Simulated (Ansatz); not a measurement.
BAs: response to strain

Start from BAs in the zinc blende structure (space group F-43m, No. 216; a = 4.7679 Å). Axes: x, y, z lie along the cube axes.

Strains are applied to the cell and any free atomic positions relax.

Calculations: PBEsol (Ansatz, an electronic-structure program, PAW, without spin-orbit coupling).

For the base:

The band gap is 1.08 eV.

**Question.** The aim is a band gap between 0.93 eV and 0.99 eV. Which of these changes reaches it?
A) uniaxial strain ε_yy = +2.08 %
B) uniaxial strain ε_xx = +4.37 %
C) uniaxial strain ε_zz = +4.86 %

**Answer.** A, uniaxial strain ε_yy = +2.08 %. It gives 0.95 eV; uniaxial strain ε_zz = +4.86 % gives 0.78 eV; uniaxial strain ε_xx = +4.37 % gives 0.81 eV. Changes not listed may reach it too

Stability against distortions was not tested.
